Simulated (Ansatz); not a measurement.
# How far PBE and r2SCAN part for hypothetical zinc blende LiF, uniaxial stress, 3 GPa tension along x

Base system: LiF in the zinc blende structure (space group F-43m, No. 216; a = 4.364 Å; a hypothetical phase, not in the database extracts checked). Axes: x, y, z lie along the cube axes.

(Cell as relaxed with PBE.)

Levels (all Ansatz, an electronic-structure program, PAW): PBE (420 eV, no spin-orbit coupling); r2SCAN (500 eV, no SOC).

Each level relaxes its own structure.

```
base                        PBE      r2SCAN
-------------------  ----------  ----------
volume per atom        10.39 Å³     9.87 Å³
lattice parameter a  8.247 bohr  8.107 bohr
band gap                7.65 eV     8.66 eV
```

Modification: uniaxial stress, 3 GPa tension along x; all other stress components relax to zero.

```tsv
quantity	PBE	r2SCAN
volume per atom	10.56 Å³	…
band gap	7.48 eV	…
```

Predict the r2SCAN column.


- volume per atom, r2SCAN: 10.01 Å³
- band gap, r2SCAN: 8.49 eV

PBE's volume per atom lies 0.55 Å³ above r2SCAN's (5.5 %); PBE's band gap lies 1.01 eV below r2SCAN's. Neither level is exact; r2SCAN is the comparison here, not a measurement.

Load acts through the strain it causes; cell and atoms are relaxed under it. Beyond what the load breaks, stability against distortions was not tested.
